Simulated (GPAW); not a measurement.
# What a tighter setting buys: ecut, AlN (F-43m, 2 atoms in the cell)

```yaml
crystal:
  lattice:
    - [0.00000, 2.15953, 2.15953]
    - [2.15953, 0.00000, 2.15953]
    - [2.15953, 2.15953, 0.00000]
  atoms:
    - { symbol: Al, position: [0.00000, 0.00000, 0.00000] }
    - { symbol: N, position: [0.75000, 0.75000, 0.75000] }
```

Method: LDA (Perdew-Wang 92), GPAW PAW datasets LDA (gpaw-data 1.0.1) (plane waves; GPAW).

Base settings: mode = pw; ecut = 900 eV; xc = LDA; kpts = 9 9 9; mesh shift (steps) = 0 0 0; occupations.name = fixed-uniform; nbands = -6; convergence.forces = 0.001 eV/Å; convergence.bands = -4; symmetry.symmorphic = false.

Misses are taken against the tightest run, 1800 eV, which need not be fully converged itself. The energy is the free energy per atom.

The count of work is k-points × plane waves × bands × iterations; it is no time, and leaves out set-up, grids and terms that scale otherwise. 

The starting cell comes from a database of computed structures (which also holds hypothetical and non-ambient phases and stackings), without a prior relaxation at this level. Its lattice was rescaled by a random factor within 2.5 % of one. Another mesh or the band path of this cell gives a smaller gap, so this value is not converged in the mesh.

The runs (ecut): 360 eV | 450 eV | 540 eV | 630 eV | 720 eV | 810 eV | 900 eV | 1035 eV | 1170 eV | 1350 eV | 1575 eV | 1800 eV.

### Question
Which is the coarsest setting among those run that, with all tighter ones, holds the energy within 10 meV/atom of the reference, and what does it save?

### Answer
810 eV, off by 6.0 meV/atom; it needs 0.28 of the reference's count of work.

### Question
Which is the coarsest setting among those run that, with all tighter ones, holds the energy within 5 meV/atom of the reference, and what does it save?

### Answer
900 eV, off by 2.4 meV/atom; it needs 0.33 of the reference's count of work.

### Question
What does the step from 540 eV to 1575 eV buy?

### Answer
It takes the miss in the energy from 200 to 0.10 meV/atom, for 5.7 times the count of work.

```
ecut     energy less reference (meV/atom)  gap on the mesh less reference (eV)  count of work / reference
-------  --------------------------------  -----------------------------------  -------------------------
360 eV                            1556.65                               -0.118                      0.082
450 eV                             587.53                               -0.142                       0.11
540 eV                             204.00                               -0.050                       0.14
630 eV                              65.84                               -0.007                       0.18
720 eV                              19.45                                0.000                       0.24
810 eV                               6.00                                0.000                       0.28
900 eV                               2.37                                0.000                       0.33
1035 eV                              1.36                                0.000                       0.41
1170 eV                              0.93                                0.000                       0.53
1350 eV                              0.43                                0.000                       0.65
1575 eV                              0.10                                0.000                       0.82
1800 eV                              0.00                                0.000                        1.0
```
